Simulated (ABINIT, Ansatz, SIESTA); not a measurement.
## Code comparison for SrZnSbF (P4/nmm, 8 atoms in the cell)

Self-consistent single point.

```yaml
crystal:
  lattice:
    - [4.35454, 0.00000, 0.00000]
    - [0.00000, 4.35454, 0.00000]
    - [0.00000, 0.00000, 9.47616]
  atoms:
    - { symbol: Sr, position: [0.00000, 0.50000, 0.86010] }
    - { symbol: Sr, position: [0.50000, 0.00000, 0.13990] }
    - { symbol: Zn, position: [0.50000, 0.50000, 0.50000] }
    - { symbol: Zn, position: [0.00000, 0.00000, 0.50000] }
    - { symbol: Sb, position: [0.00000, 0.50000, 0.32098] }
    - { symbol: Sb, position: [0.50000, 0.00000, 0.67902] }
    - { symbol: F, position: [0.50000, 0.50000, 0.00000] }
    - { symbol: F, position: [0.00000, 0.00000, 0.00000] }
```

Shared settings, as Ansatz (a program for electronic structure) writes them: kpoints.mp_grid.grid = 3 3 2; scf.occupations.method = gaussian; scf.occupations.width = 0.01 Ry. Potentials and cutoffs stand in the table.

```csv
code,model,pressure (GPa),largest force (eV/Å),cutoff
Ansatz,"LDA (PW92), PAW files made with PBE",-5.31,0.408,default
ABINIT,"LDA (PW92), PAW (JTH v2.0 LDA PAW)",-5.45,0.418,30 Ha
SIESTA,"LDA PW92, numerical atomic orbitals DZP, PseudoDojo LDA standard norm-conserving potentials (rewritten from UPF to PSML)",-5.39,0.299,grid 350 Ry
```

Size of the force on each atom (eV/Å): Sizes of forces hide their directions.

```csv
code,Sr1,Sr2,Zn3,Zn4,Sb5,Sb6,F7,F8
Ansatz,0.315,0.315,0.000,0.000,0.408,0.408,0.000,0.000
ABINIT,0.324,0.324,0.000,0.000,0.418,0.418,0.000,0.000
SIESTA,0.092,0.092,0.000,0.000,0.299,0.299,0.000,0.000
```

No clean gap comes from Ansatz, ABINIT and SIESTA: levels at the Fermi energy touch, overlap or are partly filled at this smearing.

On Ansatz's run: spin-orbit coupling is off.

The spread over the programs that give each value: pressure within 0.14 GPa; largest force within 0.119 eV/Å.

SIESTA uses small atom-centred bases, whose incompleteness enters pressures, forces and empty levels differently from a plane-wave cutoff. Ansatz's pressure is given at a fixed set of plane waves, as the other plane-wave codes print theirs; with its correction for the finite basis it is -5.17 GPa. In the force vectors, SIESTA (by 0.411) lies more than 0.08 eV/Å from the median of the plane-wave programs.

On the base mesh (5 5 3) the same programs gave: Ansatz pressure -5.54 GPa; ABINIT pressure -5.69 GPa; SIESTA pressure -5.59 GPa.

The starting cell comes from a database of computed structures (which also holds hypothetical and non-ambient phases and stackings), without a prior relaxation at this level.

Left out of this page: CP2K (on another mesh); Elk and FLEUR (not drawn, or without a comparable value).

Keys are those of Ansatz 0.2.
